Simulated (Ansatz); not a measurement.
The starting structures come from a database of crystals and need not be the phases stable at ambient conditions.

Tunnelling through a barrier is set by its complex band structure: the current falls as exp(−2κd) with the smallest κ.

```
Bi2WO6
1.0
    5.48711     0.00000     0.00000
    0.00000    16.55250     0.00000
    0.00000    -8.27625     2.74669
Bi W O
4 2 12
Cartesian
  5.35745   2.86904   2.53223
  0.12966  -2.86904   2.53223
  2.87322  -5.40721   2.53223
  2.61389   5.40721   2.53223
  2.74356   0.00000   2.71192
  0.00000   8.27625   2.71192
  3.18779  10.05796   0.35388
  2.29932   6.49454   0.35388
  5.04287   1.78171   0.35388
  0.44424  14.77079   0.35388
  4.14590   7.91872   1.55139
  1.34121   8.63378   1.55139
  4.08477  -0.35753   1.55139
  1.40234   0.35753   1.55139
  1.30462   4.12919   1.32045
  4.18249  12.42331   1.32045
  1.43894  12.40544   1.32045
  4.04817   4.14706   1.32045
```

Space group of this cell: Aea2. The cell is taken as given; by r2SCAN its mean pressure is -0.9 GPa.

Transport runs along the normal of the first two printed cell vectors.

The gap is the functional's own, uncorrected, and κ follows it; spin-orbit coupling is left out. Mid-gap values are interpolated between the computed energies.

Question: Give the band gap and the smallest decay constant κ at mid-gap that r2SCAN in Ansatz (a program for electronic structure) yields.

Answer: Gap 2.26 eV on a 6×12×12 mesh; κ = 0.300 1/Å, at (0.167, 0.000) of the in-plane reciprocal vectors. At the zone centre, at the nearest computed energy, the slowest state has κ = 0.36 1/Å.
